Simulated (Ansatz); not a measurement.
Base system: Os in the hcp (Mg type) structure (space group P6_3/mmc, No. 194; a = 2.729 Å, c = 4.306 Å).

All numbers come from Kohn–Sham DFT with the PBEsol functional, run in Ansatz (a quantum-chemistry and plane-wave program) with PAW and 420 eV plane waves, scalar-relativistic without spin-orbit coupling.

For the base:

| Property | Value |
|---|---|
| c/a ratio | 1.578 |
| Lattice parameter a | 272.9 pm |

It is then changed as follows: Re takes the place of Os on all its sites, then cell and atoms are relaxed.

### Question
What does the calculation give for the c/a ratio and lattice parameter a after the change?

### Answer
The c/a ratio increases by 0.037 to 1.615; the lattice parameter a goes up by 2.14 pm (272.9 pm → 275.1 pm).

Stability against distortions was not tested. All final runs are without spin polarisation.
